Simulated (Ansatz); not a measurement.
For SiC (model structure, started from the GeS type, Pnma, No. 62, 8 atoms in the cell), LDA in Ansatz (plane waves, PAW) gives:

```
Quantity                Value
---------------  ------------
bulk modulus          151 GPa
cohesive energy  7.18 eV/atom
band gap              2.55 eV
```

Problem. What does r²SCAN (PAW; Ansatz, an electronic-structure program) give for the same quantities?

Solution. 
- bulk modulus: 156 GPa (rises by 3.3 %)
- cohesive energy: 6.24 eV/atom (falls by 0.94 eV/atom)
- band gap: 3.02 eV (rises by 0.47 eV)

Changes are worked out from the printed values.

Unless a cell is named, each level is at its own relaxed cell (LDA 11.54, r²SCAN 11.71 Å³/atom).

Density-functional gaps are differences of (generalised) Kohn–Sham levels.

Caveats: the bulk modulus is −V dP/dV from two relaxed cells at ±2 % in volume (LDA, r²SCAN). Ansatz's density-functional and Hartree–Fock values are scalar-relativistic unless marked +SOC, with PAW data made under PBE.

A model structure was made by putting elements into a prototype or built by hand; it is no filed structure, need not be a known phase, and can be a saddle point held by its symmetry.
